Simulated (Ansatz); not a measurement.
System: 1T (CdI2-type) MnI2. Method: PBEsol-D3(BJ) (Ansatz, a quantum-chemistry and plane-wave program, plane waves, PAW).

Numerical settings: plane-wave cutoff 520 eV, 12×12×6 k mesh (along the axes of the cell as run), Fermi–Dirac smearing 0.01 eV, spin-polarised with parallel moments, scalar-relativistic PAW data made under PBE.

Cell (relaxed at this level):

```xyz
3
Lattice="3.9869 0.0000 0.0000 -1.9934 3.4527 0.0000 0.0000 0.0000 6.4719" Properties=species:S:1:pos:R:3 pbc="T T T"
Mn     0.0000     0.0000     0.0000
I      0.0000     2.3018     1.6430
I      1.9934     1.1509     4.8288
```
Starting moments (μB, in the order of the record's atoms Mn I I): 4.0 0.0 0.0.

Task: Give the computed band gap, smallest direct gap on the k points sampled, bulk modulus and direct gap at Γ.

Result: 
band gap: 0.59 eV
smallest direct gap on the k points sampled: 0.75 eV
bulk modulus: 25.9 GPa
direct gap at Γ: 1.23 eV

Note: the magnetic order was assumed, not searched for or taken from measurement; the volume lies 13 % below that of the published cell; the bulk modulus comes from volumes at which shape and atoms were relaxed.

Spin–orbit coupling is not included; with these elements it can move the gap by several tenths of an eV or more.

The computed numbers hold no vibrational or temperature effects.

It cost very roughly 20 core-minutes of CPU time.
